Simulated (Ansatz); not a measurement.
## Be under a change: tensor shear ε_xz = +0.86 %

Consider Be in the hcp (Mg type) structure (space group P6_3/mmc, No. 194; a = 2.255 Å, c = 3.558 Å; relaxed with 0.1 eV smearing). Axes: x lies along a and z along c of the hexagonal cell.

Now apply this change: tensor shear ε_xz = +0.86 % (engineering shear γ = 0.0172), atoms relaxed at fixed cell.

All numbers come from PBEsol (Ansatz, an electronic-structure program; PAW; 420 eV plane waves; no SOC). Γ-centred 29×29×16 mesh, Fermi–Dirac width 0.1 eV.

| quantity | base | changed | shift |
|---|---|---|---|
| volume per atom | 7.84 Å³ | 7.83 Å³ | -0.001 Å³ |
| space group | P6_3/mmc (No. 194) | C2/c (No. 15) | – |
| energy relative to the base (free energy F) | 0 meV/atom | +1.2 meV/atom | +1.2 meV/atom |
| band gap | zero | zero | – |
| stress (xx, yy, zz, yz, xz, xy; compression positive) | – | (0.0, 0.0, 0.1, 0.0, -2.9, 0.0) GPa | – |

Final structure:

```xyz
2
Lattice="2.2552 0.0000 0.0194 -1.1276 1.9530 -0.0097 0.0306 0.0000 3.5580" Properties=species:S:1:pos:R:3 pbc="T T T"
Be     1.1505     0.6510     2.6782
Be     0.0076     1.3020     0.8895
```

The cells carry an imposed strain or load. No phonon test of stability was made.
